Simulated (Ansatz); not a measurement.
Relaxation of the outer planes of the (110) surface of fcc Sr in its 1x1 cell, outermost plane spacing 2.13 Å in the ideal cut.

Method: PBE (plane waves to 420 eV, PAW; Ansatz, an electronic-structure program).

Slab: 6 atoms, 10.7 Å thick at the start; k 9x6x1, smearing 0.1 eV, dipole-corrected; all atoms relaxed; symmetry of the start imposed; no spin, no spin-orbit, no U.

```csv
plane,atoms,bulk spacing to the next (Å),relaxed spacing (Å),change (%),rumpling (Å)
1,Sr,2.132,[?],[?],0.00
2,Sr,2.132,2.081,-2.4,0.00
```

Complete the blanks.


- 1, relaxed spacing (Å): 2.115
- 1, change (%): -0.8
